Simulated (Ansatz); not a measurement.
Base system: ZrO2 (space group P2_1/c, No. 14; a = 5.1534 Å, b = 5.2252 Å, c = 5.3315 Å, α = γ = 90.00°, β = 99.40°).

The values are results of r2SCAN (Ansatz, an electronic-structure program), no spin-orbit coupling, earlier PAW set, not measurements.

Before the change:

| Quantity | Result |
|---|---|
| Space group | P2_1/c (No. 14) |
| Largest site moment | 0.00 μB |
| Magnetic state | not spin-polarised |
| Volume per atom | 11.80 Å³ |

The change: every Zr is replaced by Sm, then cell and atoms are relaxed.

Problem. Estimate the effect on the space group, largest site moment, magnetic state and volume per atom.

Solution. The space group becomes Pnnm (No. 58) (base: P2_1/c (No. 14)); the largest site moment goes from zero to 4.56 μB; the magnetic state changes from not spin-polarised to ferromagnetic; the volume per atom rises by 1.263 Å³ to 13.07 Å³.

Other magnetic orders, which the real material may have, were not ruled out. Open 4f shells without U are poorly described, and the f state was not checked. Whether these cells are dynamically stable was not tested. As relaxed here, SmO2 is a hypothetical phase, not in the database extracts checked. No Hubbard U is applied, and correlation can decide whether such a compound is a metal.
